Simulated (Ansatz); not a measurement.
# Variants of one calculation on NbCoAs (Pnma, 12 atoms in the cell)

```yaml
crystal:
  lattice:
    - [6.30286, 0.00000, 0.00000]
    - [0.00000, 3.72540, 0.00000]
    - [0.00000, 0.00000, 7.12482]
  atoms:
    - { symbol: Nb, position: [0.02348, 0.25000, 0.17016] }
    - { symbol: Nb, position: [0.97652, 0.75000, 0.82984] }
    - { symbol: Nb, position: [0.47652, 0.75000, 0.67016] }
    - { symbol: Nb, position: [0.52348, 0.25000, 0.32984] }
    - { symbol: Co, position: [0.15056, 0.25000, 0.56394] }
    - { symbol: Co, position: [0.84944, 0.75000, 0.43606] }
    - { symbol: Co, position: [0.34944, 0.75000, 0.06394] }
    - { symbol: Co, position: [0.65056, 0.25000, 0.93606] }
    - { symbol: As, position: [0.28170, 0.25000, 0.87861] }
    - { symbol: As, position: [0.71830, 0.75000, 0.12139] }
    - { symbol: As, position: [0.21830, 0.75000, 0.37861] }
    - { symbol: As, position: [0.78170, 0.25000, 0.62139] }
```

Base run A: PBEsol, default PAW files made with PBE in Ansatz (a program for electronic structure), self-consistent single point.

Its settings: basis.ecutwfc = 420 eV; kpoints.mp_grid.grid = 3 5 3; kpoints.mp_grid.shift = 0.5 0.5 0.5; hamiltonian.xc = pbesol; hamiltonian.pseudopotentials = {kind: paw} (the program's default PAW files); scf.occupations.method = fermi_dirac; scf.occupations.width = 0.1 eV.

The starting cell comes from a database of computed structures (which also holds hypothetical and non-ambient phases and stackings), without a prior relaxation at this level. Spin polarisation is off, so a magnetic state, if there is one, cannot be reached. In the base run, with a pressure of about -5 GPa the cell is away from its equilibrium volume at this level. Ansatz's pressure includes its estimate of the finite-basis (Pulay) stress. Without a gap this mesh is coarse (it stands for a supercell whose shortest vector is 19 Å).

ΔF is the free energy per atom less that of run A. A dash stands where there is no value to compare (another energy zero or no entropy term, no result, no spin, no clean gap, or a mesh too coarse for one). Total energies depend on the potentials, the functional and any Hubbard or dispersion term, so they are compared only between runs that share all of them.

Run A gave: pressure (GPa) -4.90; largest force (eV/Å) 0.109; k-points 12; valence electrons 180.

Runs:
- B: scf.occupations.width: 0.1 eV → 0.03 eV
- C: scf.occupations.width: 0.1 eV → 0.2 eV
- D: parallel starting moments (0 0 0 0 0.15 0.15 0.15 0.15 0 0 0 0 μB); magnetization.spin_polarized: default → true
- E: kpoints.mp_grid.grid: 3 5 3 → 3 4 2
- F: hamiltonian.xc: pbesol → lda; magnetization.noncollinear: default → true; magnetization.spin_orbit: default → true [LDA (PW92) with spin-orbit coupling]
- G: 2 x 1 x 1 supercell, mesh divided and rounded up; kpoints.mp_grid.grid: 3 5 3 → 2 5 3
- H: scf.mixing.algorithm: default (the program chose MSR1) → broyden; scf.mixing.beta: default → 0.9
- I: scf.mixing.preconditioner: default (the program chose Kerker) → local_kerker
- J: scf.mixing.algorithm: default (the program chose MSR1) → msr1; scf.mixing.ndim: default → 3

Problem. What does run F change against A?

Solution. The pressure goes from -4.90 to -9.66 GPa and the largest force goes from 0.109 to 0.068 eV/Å.

```csv
run,ΔF (meV/atom),pressure (GPa),largest force (eV/Å),k-points,valence electrons
A,0.00,-4.90,0.109,12,180
B,13.8,-5.07,0.101,12,180
C,-38.5,-4.35,0.137,12,180
D,0.00,-4.90,0.109,12,180
E,-1.58,-4.99,0.125,4,180
F,–,-9.66,0.068,12,180
G,-0.71,-4.92,0.118,6,360
H,0.00,-4.90,0.109,12,180
I,0.00,-4.90,0.109,12,180
J,0.00,-4.90,0.109,12,180
```

Keys are those of Ansatz 0.2.
